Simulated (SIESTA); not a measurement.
## A self-consistent single point of Hf (P6_3/mmc, 2 atoms in the cell) with SIESTA

Level of theory: GGA PBE, numerical atomic orbitals TZP, PseudoDojo PBE standard norm-conserving potentials (rewritten from UPF to PSML) run with SIESTA.

Input:

```
# files in the folder: Hf.psml (PseudoDojo PBE standard)
SystemName  Hf
SystemLabel Hf

NumberOfAtoms                2
NumberOfSpecies              1
%block ChemicalSpeciesLabel
  1 72 Hf
%endblock ChemicalSpeciesLabel
LatticeConstant              3.220154 Ang
%block LatticeVectors
     1.000000000    0.000000000    0.000000000
    -0.500000000    0.866025352    0.000000000
     0.000000000    0.000000000    1.580338083
%endblock LatticeVectors
AtomicCoordinatesFormat      Ang
%block AtomicCoordinatesAndAtomicSpecies
    -0.000001610    1.859157596    1.272233000  1
     1.610078610    0.929577404    3.816699000  1
%endblock AtomicCoordinatesAndAtomicSpecies

XC.functional                GGA
XC.authors                   PBE
PAO.BasisSize                TZP
PAO.EnergyShift              0.01 Ry
MeshCutoff                   300 Ry
%block kgrid.MonkhorstPack
   16   0   0  0.0
    0  16   0  0.0
    0   0   9  0.0
%endblock kgrid.MonkhorstPack
OccupationFunction           MP
OccupationMPOrder            0
ElectronicTemperature        0.136 eV

MaxSCFIterations             150
SCF.Mixer.Method             Pulay
SCF.Mixer.Weight             0.2
SCF.Mixer.History            6
SCF.DM.Tolerance             1.0E-05
Diag.ParallelOverK           true
WriteForces                  true
```

The program printed (abridged):

```
reinit: Reading from file input.fdf

reinit: System Name: Hf
reinit: System Label: Hf

coor:   Atomic-coordinates input format  =     Cartesian coordinates
coor:                                          (in Angstroms)

siesta: Atomic coordinates (Bohr) and species
siesta:     -0.00000   3.51330   2.40417  1        1
siesta:      3.04261   1.75665   7.21252  1        2

siesta: System type = bulk

initatomlists: Number of atoms, orbitals, and projectors:      2    50    64

siesta: ******************** Simulation parameters ****************************
redata: Spin configuration                          = none
redata: Time-Reversal Symmetry                      = T
redata: Number of Atomic Species                    =        1
redata: Mesh Cutoff                                 =   300.0000 Ry
redata: Net charge of the system                    =     0.0000 |e|
redata: Min. number of SCF Iter                     =        0
redata: Max. number of SCF Iter                     =      150
redata: SCF convergence failure will abort job
redata: SCF mix quantity                            = Hamiltonian
redata: Mix DM or H after convergence               =   F
redata: Recompute H after scf cycle                 =   F
redata: Mix DM in first SCF step                    =   T
redata: No kicks to SCF
redata: DM Mixing Weight for Kicks                  =     0.5000
redata: Require Harris convergence for SCF          =   F
redata: Harris energy tolerance for SCF             =     0.000100 eV
redata: Require DM convergence for SCF              =   T
redata: DM tolerance for SCF                        =     0.000010
redata: Require EDM convergence for SCF             =   F
redata: EDM tolerance for SCF                       =     0.001000 eV
redata: Require H convergence for SCF               =   T
redata: Hamiltonian tolerance for SCF               =     0.001000 eV
redata: Require (free) Energy convergence for SCF   =   F
redata: (free) Energy tolerance for SCF             =     0.000100 eV
redata: Using DFT-D3 dispersion                     =   F
redata: Using Saved Data (generic)                  =   F
redata: Method of Calculation                       = Diagonalization
redata: Electronic Temperature                      =  1578.2145 K
redata: Number of TDED substeps                     =        3
redata: Dynamics option                             = Single-point calculation
redata: Save all siesta data in one NC              =   F
redata: ***********************************************************************

%block SCF.Mixers
  Pulay
%endblock SCF.Mixers

%block SCF.Mixer.Pulay
  # Mixing method
  method pulay
  variant stable

  # Mixing options
  weight 0.2000
  weight.linear 0.2000
  history 6
%endblock SCF.Mixer.Pulay

DM_history_depth set to one: no extrapolation allowed by default for geometry relaxation
Size of DM history Fstack: 1
Total number of electrons:    24.000000
Total ionic charge:    24.000000

* ProcessorY, Blocksize:    1  51

* Orbital distribution balance (max,min):    50    50

k-point displ. along   1 input, could be:     0.00    0.50
k-point displ. along   2 input, could be:     0.00    0.50
 Kpoints in:         1280 . Kpoints trimmed:         1168

siesta: k-grid: Number of k-points = 1168
siesta: k-points from Monkhorst-Pack grid
siesta: k-cutoff (effective) =    22.900 Ang
siesta: k-point supercell and displacements
siesta: k-grid:    16     0     0      0.000
siesta: k-grid:     0    16     0      0.000
siesta: k-grid:     0     0     9      0.000

diag: Algorithm                                     = D&C
diag: Parallel over k                               =   F
diag: Use parallel 2D distribution                  =   F
diag: Parallel block-size                           = 51
diag: Parallel distribution                         =     1 x     1
diag: Used triangular part                          = Lower
diag: Absolute tolerance                            =  0.100E-15
diag: Orthogonalization factor                      =  0.100E-05
diag: Memory factor                                 =  1.0000

superc: Internal auxiliary supercell:     5 x     5 x     5  =     125
superc: Number of atoms, orbitals, and projectors:    250   6250   8000

                        Single-point calculation

superc: Internal auxiliary supercell:     5 x     5 x     5  =     125
superc: Number of atoms, orbitals, and projectors:    250   6250   8000

outcell: Unit cell vectors (Ang):
        3.220154    0.000000    0.000000
       -1.610077    2.788735    0.000000
        0.000000    0.000000    5.088932

outcell: Cell vector modules (Ang)   :    3.220154    3.220154    5.088932
outcell: Cell angles (23,13,12) (deg):     90.0000     90.0000    120.0000
outcell: Cell volume (Ang**3)        :     45.6994
new_DM -- step:     1
Initializing Density Matrix...

Attempting to read DM from file... Failed...
DM filled with atomic data:

InitMesh: MESH = 30 x 30 x 54 = 48600
InitMesh: Mesh cutoff (required, used) =   300.000   311.198 Ry

stepf: Methfessel-Paxton step function
       Using Hermite-Gauss polynomials of order  0

        iscf     Eharris(eV)        E_KS(eV)     FreeEng(eV)     dDmax    Ef(eV) dHmax(eV)
   scf:    1    -3065.996573    -3068.139558    -3068.151252  1.492058 -2.772962  4.413222
   scf:    2    -3068.807958    -3068.483042    -3068.495407  0.076151 -2.919413  3.134879
   scf:    3    -3069.063060    -3068.830486    -3068.844617  0.148064 -3.299118  0.019128
   scf:    4    -3068.830921    -3068.830758    -3068.844860  0.003243 -3.295864  0.046897
   scf:    5    -3068.830840    -3068.830804    -3068.844919  0.001658 -3.301288  0.016021
   scf:    6    -3068.830816    -3068.830811    -3068.844927  0.000974 -3.305416  0.001570
   scf:    7    -3068.830813    -3068.830812    -3068.844927  0.000126 -3.305997  0.000391
   scf:    8    -3068.830812    -3068.830812    -3068.844927  0.000025 -3.305898  0.000061
   scf:    9    -3068.830812    -3068.830812    -3068.844927  0.000004 -3.305916  0.000007

SCF Convergence by DM+H criterion
max |DM_out - DM_in|         :     0.0000040627
max |H_out - H_in|      (eV) :     0.0000072841
SCF cycle converged after 9 iterations

Using DM_out to compute the final energy and forces

siesta: E_KS(eV) =            -3068.8308

siesta: E_KS - E_eggbox =     -3068.8308

siesta: Atomic forces (eV/Ang):
     1    0.000046   -0.000026   -0.000000
     2   -0.000046    0.000026   -0.000000
   Tot   -0.000000   -0.000000   -0.000000
   Max    0.000046
   Res    0.000030    sqrt( Sum f_i^2 / 3N )
   Max    0.000046    constrained

Stress tensor Voigt[x,y,z,yz,xz,xy] (kbar):       39.25       39.33       39.12       -0.00        0.00        0.07
(Free)E + p*V (eV/cell)    -3069.9640
Target enthalpy (eV/cell)    -3068.8449

siesta: Program's energy decomposition (eV):
siesta: Ebs     =      -713.888586
siesta: Eions   =      3795.645858
siesta: Ena     =       526.740881
siesta: Ekin    =       782.317425
siesta: Enl     =       147.423042
siesta: Eso     =         0.000000
siesta: Edftu   =         0.000000
siesta: DEna    =        42.733760
siesta: DUscf   =         1.484360
siesta: DUext   =         0.000000
siesta: Ex      =      -720.753493
siesta: Ec      =       -53.130928
siesta: Exc     =      -773.884421
siesta: Eharris =     -3068.830812
siesta: Etot    =     -3068.830812
siesta: FreeEng =     -3068.844927

siesta: Stress tensor (static) (eV/Ang**3):
siesta:     0.024497    0.000043    0.000000
siesta:     0.000043    0.024546    0.000000
siesta:     0.000000   -0.000000    0.024417

siesta: Cell volume =         45.699404 Ang**3

siesta: Pressure (static):
siesta:                Solid            Molecule  Units
siesta:          -0.00026670         -0.00026669  Ry/Bohr**3
siesta:          -0.02448686         -0.02448614  eV/Ang**3
siesta:         -39.23227244        -39.23112609  kBar
```

The run converged in 9 iterations.

The starting cell comes from a database of computed structures (which also holds hypothetical and non-ambient phases and stackings), without a prior relaxation at this level. Its lattice was rescaled by a random factor within 2.5 % of one. Values carry the incompleteness of an atom-centred basis. With a pressure of about -4 GPa the cell is away from its equilibrium volume at this level.

Cost on one core of a shared machine: roughly 3 min.
